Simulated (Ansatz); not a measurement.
Base system: Ag in the fcc (Cu type) structure (space group Fm-3m, No. 225).

```xyz
1
Lattice="0.0000 2.0526 2.0526 2.0526 0.0000 2.0526 2.0526 2.0526 0.0000" Properties=species:S:1:pos:R:3 pbc="T T T"
Ag     0.0000     0.0000     0.0000
```

Cartesian axes are those of the cell as printed.

Calculations: Kohn–Sham DFT with the r2SCAN functional, run in Ansatz (a program for electronic structure) with PAW and 500 eV plane waves, spin-orbit coupling left out.

For the base:

| Property | Result |
|---|---|
| Volume per atom | 17.30 Å³ |
| Pressure | 0.0 GPa |

One thing is altered: compressive biaxial strain of 4.84 % in the plane normal to [001], as in epitaxy on a mismatched substrate; the out-of-plane cell vector and the atoms relax.

Task: Estimate the effect on the energy relative to the base, volume per atom and pressure.

Result: The energy increases by 25 meV/atom; the volume per atom drops by 0.512 Å³ to 16.78 Å³; the pressure (mean of the normal stresses, compression positive) goes from zero to 4.1 GPa.

Without a gap, meshes like the base's 19×19×19 leave anisotropic stresses uncertain by several tenths of a GPa, and small strain energies with them. No phonon test of stability was made.
